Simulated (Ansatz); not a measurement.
# 4H silicon carbide: the defect As on the Si site (As_Si)

These are PBE, PAW (plane waves to 420 eV; Ansatz, an electronic-structure program) values and carry that method's errors. The supercell holds 96 host sites (3×2×1 repeats of the unit cell), with a 2×2×2 shifted k-point sampling for the final energies. Site at the start: the Si(k) site. Energies of charged states are corrected for periodic images (point charge plus alignment at distant sites). Dielectric constants: PBE linear response of the host. Host gap at this level: 2.23 eV. These values are not converged in cell size to better than tenths of an eV. PBE underestimates the host's gap, which shifts levels and can delocalise carriers. Spin–orbit coupling is left out. Each state is the lowest found from its start.

Formation energies E_f are given with the Fermi level at the valence-band maximum. Chemical conditions: Si-rich (Δμ(Si) = 0.00 eV, Δμ(As) = -0.13 eV, bounded by SiAs2 (Pbam); only phases computed here count, gases as isolated molecules at 0 K). Reference phases: As: rhombohedral As, Si: silicon.

```csv
charge,moment (μB),largest move off a lattice site (Å),image correction with alignment (eV),"E_f, Si-rich (eV)"
+1,not spin-polarised,0.05,0.29,1.43
0*,quenched,0.06,–,–
−1†,not spin-polarised,0.08,-0.01,–
```

* At this level the carrier isn't localised at the defect: at charge 0 electrons occupy the conduction band. Such a state is shallow or no state of the defect, and this cell gives it no level.

† Not settled in this cell, so no level is given: charge −1: carriers not clearly localised, level within 0.1 eV of a band edge or past it.

Starting moments that weren't kept: charge 0 began with 1 μB and ended with 0.0.

No other site or start that was run ended lower by more than 0.1 eV.

Flagged in the runs: a doubtful potential alignment, a host whose relaxation on this sampling wasn't shown to rest.
